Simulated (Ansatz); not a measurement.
## Rh, response to strain

Start from Rh in the fcc (Cu type) structure (space group Fm-3m, No. 225; a = 3.8000 Å). Axes: x, y, z lie along the cube axes.

Strains are applied to the cell and any free atomic positions relax; under biaxial strain the out-of-plane vector relaxes too; under stress the whole cell relaxes.

Computed with plane-wave PAW DFT at the r2SCAN level (Ansatz, a quantum-chemistry and plane-wave program, 500 eV), no spin-orbit coupling.

Notes on the quantities. pressure: mean of the normal stresses, compression positive; energy relative to the base: free energy F.

| change | pressure | energy relative to the base | shortest interatomic distance | space group |
|---|---|---|---|---|
| base | 0.0 GPa | 0 meV/atom | 268.7 pm | Fm-3m (No. 225) |
| biaxial strain −2.52 %, plane normal [001], relaxed out of plane | 9.0 GPa | +28 meV/atom | 261.9 pm | I4/mmm (No. 139) |
| biaxial strain −2.33 %, plane normal [001], relaxed out of plane | 8.3 GPa | [?] | 262.4 pm | I4/mmm (No. 139) |
| biaxial strain +1.14 %, plane normal [001], relaxed out of plane | -3.4 GPa | +5.1 meV/atom | 268.9 pm | I4/mmm (No. 139) |
| biaxial strain −0.82 %, plane normal [110], relaxed out of plane | 3.3 GPa | +3.4 meV/atom | 266.5 pm | Immm (No. 71) |
| biaxial strain +3.58 %, plane normal [110], relaxed out of plane | -11.8 GPa | +58 meV/atom | 263.7 pm | Immm (No. 71) |
| biaxial strain −0.38 %, plane normal [111], relaxed out of plane | 1.6 GPa | +0.8 meV/atom | 267.7 pm | R-3m (No. 166) |
| uniaxial strain ε_zz = −2.57 % | 8.0 GPa | +13 meV/atom | 265.3 pm | I4/mmm (No. 139) |
| uniaxial stress, 2 GPa tension along z | – | [?] | 268.2 pm | I4/mmm (No. 139) |
| uniaxial stress, 8 GPa compression along z | – | +8.3 meV/atom | 266.6 pm | I4/mmm (No. 139) |

**Question.** What belongs in the blanks?

**Answer.** 
- biaxial strain −2.33 %, plane normal [001], relaxed out of plane, energy relative to the base: +24 meV/atom
- uniaxial stress, 2 GPa tension along z, energy relative to the base: +0.5 meV/atom

A biaxial case was relaxed in a doubled cell and then solved in the primitive one. Without a gap, meshes like the base's 21×21×21 leave anisotropic stresses uncertain by several tenths of a GPa, and small strain energies with them. Beyond what the load breaks, stability against distortions was not tested. All final runs are without spin polarisation. Rh lies near a magnetic instability that expansion can trigger; it was not tested.
